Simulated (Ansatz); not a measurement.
Base system: GaAs in the zinc blende structure (space group F-43m, No. 216; a = 5.667 Å). Axes: x, y, z lie along the cube axes.

The values are results of r2SCAN, PAW, 500 eV (Ansatz, a program for electronic structure; without spin-orbit coupling), not measurements.

Strains are applied to the cell and any free atomic positions relax.

One change was made to it. Results:

The shortest interatomic distance falls by 0.015 Å, from 2.454 Å to 2.439 Å; the valence-band top at Γ (three highest levels, from the VBM) changes from 0.00, 0.00, 0.00 eV to 0.00, -0.18, -0.31 eV; the band gap decreases by 0.20 eV, from 0.96 eV to 0.76 eV.

**Question.** Which of these changes matches the shifts?
A. tensor shear ε_xy = +2.00 %
B. tensor shear ε_xy = +0.86 %
C. tensor shear ε_xy = +0.29 %

**Answer.** A, tensor shear ε_xy = +2.00 %. For comparison, the band gap in the other runs: tensor shear ε_xy = +0.29 % gives 0.94 eV; tensor shear ε_xy = +0.86 % gives 0.89 eV.

Whether these cells are dynamically stable was not tested.
